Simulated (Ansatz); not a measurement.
The parent structure is FeO in the rock salt structure (space group Fm-3m, No. 225; a = 4.2459 Å; ferromagnetic).

Calculations: Ansatz (a program for electronic structure) PBEsol, scalar-relativistic without spin-orbit coupling.

Before the change:

```
Property           Value
---------------  -------
Volume per atom  9.57 Å³
```

Now apply this change: a hydrostatic pressure of 1.8 GPa.

**Question.** What happens to the volume per atom?

**Answer.** The volume per atom drops by 0.08 Å³ (9.57 Å³ → 9.49 Å³).

Load acts through the strain it causes; cell and atoms are relaxed under it. No phonon test of stability was made. No Hubbard U is applied and the magnetic state is the run's own (FeO ferromagnetic); small cells can't hold the antiferromagnetic order that many such compounds have, so gaps and moments can be off. In its common phase, real FeO is an antiferromagnetic insulator at low temperature.
